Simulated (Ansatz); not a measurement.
By PBEsol, the system below comes out a metal.

A figure of merit of an interconnect metal is its ballistic conductance per area.

Given:

```
HfN
1.0
    3.19027     0.00000     0.00000
   -1.59513     2.76285     0.00000
    1.59513     0.92095     2.60484
Hf N
1 1
Cartesian
  0.00000   0.00000   0.00000
  0.00000   1.84190   1.30242
```

The cell is taken as given; by PBEsol it stands under a pressure of -1.9 GPa.

The current flows along the normal of the first two printed cell vectors, the (111) plane of the conventional cell. No spin-orbit coupling; the value is a mean over 0.1 eV about the Fermi level.

Task: Give the ballistic conductance per area that PBEsol in Ansatz (an electronic-structure program) yields.

Result: 1.2 × 10¹⁵ S/m² for both spins.
